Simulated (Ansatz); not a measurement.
# SrTiO3: response to strain

Take SrTiO$_{3}$ in the cubic perovskite structure (space group Pm-3m, No. 221; a = 3.854 Å) as the base. Axes: x, y, z lie along the cube axes.

Strains are applied to the cell and any free atomic positions relax.

Computed with Kohn–Sham DFT with the LDA functional, run in Ansatz (an electronic-structure program) with PAW and 420 eV plane waves, no SOC.

Notes on the quantities. energy relative to the base: free energy F.

| uniaxial strain ε_zz (%) | energy relative to the base (meV/atom) |
|---|---|
| 0 | 0.0 |
| 0.6 | 0.4 |
| 1.2 | 1.9 |
| 1.8 | ? |
| 2.4 | 7.2 |
| 3 | 11.1 |

Q: Fit ΔE = Aε² + Bε³ (ε in %) to the rows shown and predict the withheld row.

A: Least squares on the printed values gives A = 1.33 and B = -0.032 meV/atom (largest residual 0.1 meV/atom); this predicts 4.1 meV/atom, and the run gives 4.1 meV/atom, in agreement.

Whether these cells are dynamically stable was not tested. The final runs are not spin-polarised. Many cubic perovskites are stable only at high temperature; tilts and polar distortions were not tested.
